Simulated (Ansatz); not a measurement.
SiCO4 (model structure, I-4, No. 82, 6 atoms in the cell) was calculated with G0W0@PBEsol in Ansatz (plane waves, hard PAW, contour deformation).

The same calculation (at the PBEsol cell, 10.458 Å³/atom) with different numerical settings; throughout: k mesh 2×2×2:

```json
[
 {"run": "1", "response cutoff (eV)": "100", "empty bands": "262", "quasiparticle gap on the mesh (eV)": "9.861", "quasiparticle gap at Γ (eV)": "10.301", "rough time": "20 core-s"},
 {"run": "2", "response cutoff (eV)": "150", "empty bands": "481", "quasiparticle gap on the mesh (eV)": "10.055", "quasiparticle gap at Γ (eV)": "10.480", "rough time": "40 core-s"},
 {"run": "3", "response cutoff (eV)": "200", "empty bands": "740", "quasiparticle gap on the mesh (eV)": "10.162", "quasiparticle gap at Γ (eV)": "10.578", "rough time": "90 core-s"},
 {"run": "4", "response cutoff (eV)": "250", "empty bands": "1035", "quasiparticle gap on the mesh (eV)": "10.215", "quasiparticle gap at Γ (eV)": "10.626", "rough time": "6 core-min"},
 {"run": "5", "response cutoff (eV)": "300", "empty bands": "1360", "quasiparticle gap on the mesh (eV)": "10.246", "quasiparticle gap at Γ (eV)": "10.655", "rough time": "9 core-min"}
]
```

In the column quasiparticle gap on the mesh (eV) the first row differs from the last by -0.385 and the next to last by -0.031.

The last row is no converged limit: other settings stay fixed.

A model structure was made by putting elements into a prototype or built by hand; it is no filed structure, need not be a known phase, and can be a saddle point held by its symmetry.

Ansatz is an electronic-structure program.
